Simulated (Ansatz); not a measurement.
Bond-angle distributions (per cent of the angles at each element, bins of 10°) of a relaxed model of amorphous Si₂₄O₄₉Li₂ at 2.17 g/cm³. All values below come from PBE, scalar-relativistic without spin-orbit coupling (plane waves to 420 eV, PAW; Ansatz, an electronic-structure program).

The cell was made by melting and quenching with the CHGNet potential and then relaxed with DFT. O atoms were pushed apart under 1.9 Å during the dynamics, to hinder bonds among them. The hot cell started wider than the set density and was brought back towards it in steps. It is the lowest in DFT energy of 2 quenches. It is a model cell: composition and starting density were chosen by hand, and all elements were melted together. No dispersion term was used. Its density started from a set value of 2.20 and ended at 2.17 g/cm³. Cooling (nominally 480 K/ps over its main leg) ran many orders faster than in experiment, which tends to leave more defects and strain. A cell of this size samples the disorder only roughly. Volume and shape were free in the relaxation. Cycles of charging lowered its energy after that relaxation.

Bonds are counted up to Si-Si 2.60 Å, Si-O 1.94 Å, Si-Li 2.65 Å, O-O 1.58 Å, O-Li 2.33 Å, Li-Li 2.86 Å. Two cations that share two anions don't count as bonded, nor two that share one unless they lie closer than Si-Si 2.38 Å, Si-Li 2.58 Å, Li-Li 2.78 Å.

```csv
angle (°),at Si,at O
50-60,0,0
60-70,0,0
70-80,0,2
80-90,3,7
90-100,4,5
100-110,48,5
110-120,39,8
120-130,3,11
130-140,1,31
140-150,0,18
150-160,0,10
160-170,0,3
170-180,1,0
```

They go with these counts of neighbours within the cut-offs, cation contacts included: Si mean 4.0, most often 4; O mean 2.1, most often 2.
